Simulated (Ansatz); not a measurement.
Faces of hcp Y in 1x1 cells, as slabs relaxed from ideal cuts; for each face the lowest of the symmetric, stoichiometric cuts and spin starts that were computed. The slabs keep the symmetry of their cuts; real faces may buckle, or reconstruct in larger cells. No spin-orbit coupling, no Hubbard U.

Computed with PBE (plane waves to 420 eV, PAW; Ansatz, an electronic-structure program).

```
face     cell area (Å²)  outermost plane spacing of the ideal cut (Å)  γ unrelaxed (J/m²)  γ relaxed (J/m²)  work function, top face (eV)
-------  --------------  --------------------------------------------  ------------------  ----------------  ----------------------------
(0001)            11.59                                          2.84                1.01              1.00                          3.35
(10-10)           20.76                                          1.06                1.00              0.97                             …
(10-11)           23.77                                          0.46                1.01              0.99                          3.16
(10-12)           31.11                                          1.41                1.11              1.07                          3.08
(11-20)           35.96                                          1.83                1.05              1.02                          2.96
(11-21)           37.78                                          0.87                1.17                 …                          2.95
(11-22)           42.78                                          1.54                1.12              1.08                             …
(20-21)           43.11                                          0.25                1.03              0.99                          3.19
(21-30)           54.93                                          0.40                1.07                 …                          3.03
(21-31)           56.14                                          0.20                1.12              1.07                          2.95
(21-32)           59.62                                          0.74                1.13              1.09                          2.98
```

### Question
Complete the blanks.

### Answer

- (10-10), work function, top face (eV): 3.26
- (11-21), γ relaxed (J/m²): 1.12
- (11-22), work function, top face (eV): 3.01
- (21-30), γ relaxed (J/m²): 1.03
